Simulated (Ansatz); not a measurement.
# MoS2, pressure series

Consider MoS2 in the 2H-MoS2 type structure (space group P6_3/mmc, No. 194; a = 3.109 Å, c = 11.709 Å; layered, stacked along the Cartesian z axis).

Cell and atoms are relaxed at each pressure.

Computed with PBEsol-D3(BJ) (Ansatz, a first-principles code, PAW, no spin-orbit coupling).

```
case              c/a ratio  band gap     density  shortest interatomic distance
----------------  ---------  --------  ----------  -----------------------------
base                  3.766   0.52 eV  5.42 g/cm³                        2.380 Å
pressure −2 GPa       3.836   0.69 eV  5.24 g/cm³                        2.387 Å
pressure −1 GPa       3.794   0.60 eV  5.34 g/cm³                        2.383 Å
pressure 3 GPa        3.713   0.35 eV  5.63 g/cm³                        2.372 Å
pressure 7 GPa        3.675   0.18 eV  5.84 g/cm³                        2.361 Å
pressure 15 GPa       3.641      zero  6.19 g/cm³                        2.344 Å
pressure 30 GPa       3.625      zero  6.70 g/cm³                        2.318 Å
pressure 50 GPa       3.633      zero  7.27 g/cm³                        2.292 Å
pressure 75 GPa       3.668      zero  7.83 g/cm³                        2.266 Å
pressure 100 GPa      3.707      zero  8.32 g/cm³                        2.247 Å
```

The mesh was chosen for an insulator and is coarse for the gapless case. Load acts through the strain it causes; cell and atoms are relaxed under it. Stability against distortions was not tested. No other phases were tried under pressure. All final runs are without spin polarisation. A zero or small gap of MoS2 under pressure 7 GPa, MoS2 under pressure 15 GPa and MoS2 under pressure 30 GPa can be the functional's error rather than a property of the material.
